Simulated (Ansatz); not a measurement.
Candidates (primitive cells; geometry: cell and atoms relaxed with PBEsol):
A. MgO (Fm-3m), a = b = c = 2.980 Å, α = β = γ = 60.00°
B. Si (Fd-3m), a = 3.8421 Å, b = 3.8421 Å, c = 3.8421 Å, α = 60.00°, β = 60.00°, γ = 60.00°
C. AlP (F-43m), a = b = c = 3.8682 Å, α = β = γ = 60.00°
D. MgS (Fm-3m), a = 3.6640 Å, b = 3.6640 Å, c = 3.6640 Å, α = 60.00°, β = 60.00°, γ = 60.00°

Problem. Rank these by hole conductivity mass (lowest first), as HSE06, rigid bands (Ansatz, a program for electronic structure) gives it.

Solution. B (0.32 mₑ), C (0.58 mₑ), D (0.95 mₑ), A (2.1 mₑ)

Masses are for dilute carriers at 300 K, harmonic means over directions unless an axis is named. Spin-orbit coupling is left out.
